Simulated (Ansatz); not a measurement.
The starting structures come from a database of crystals and need not be the phases stable at ambient conditions.

The decay constant κ of evanescent states in the gap governs leakage through a thin film.

```xyz
20
Lattice="5.8481 0.0000 0.0000 0.0000 5.9369 0.0000 -0.0308 0.0000 8.3089" Properties=species:S:1:pos:R:3 pbc="T T T"
Sr     2.9700     2.7384     2.0820
Sr     2.8473     3.1985     6.2270
Sr     5.7868     5.7068     2.0725
Sr     0.0305     0.2301     6.2364
Ca     2.9087     0.0000     4.1545
Ca     0.0000     2.9684     0.0000
Te     2.9241     0.0000     0.0000
Te    -0.0154     2.9684     4.1545
O      5.3556     2.8109     6.0466
O      0.4617     3.1259     2.2624
O      3.3704     5.7794     6.4168
O      2.4469     0.1575     1.8921
O      4.7405     1.3847     3.7679
O      1.0768     4.5522     4.5410
O      4.0163     4.3532     0.3865
O      1.8010     1.5837     7.9224
O      1.3338     4.7997     7.9835
O      4.4835     1.1371     0.3254
O      1.5441     1.8313     4.4798
O      4.2732     4.1056     3.8291
```

Space group of this cell: P2_1/c. The cell is taken as given; by r2SCAN its mean pressure is -4.5 GPa.

Transport runs along the normal of the first two printed cell vectors.

No gap correction and no spin-orbit coupling; mid-gap values are interpolated between computed energies.

**Question.** State the band gap and the smallest decay constant κ at mid-gap according to r2SCAN in Ansatz (a first-principles code).

**Answer.** Gap 3.87 eV on a 6×6×4 mesh; κ = 0.354 1/Å, at the zone centre.
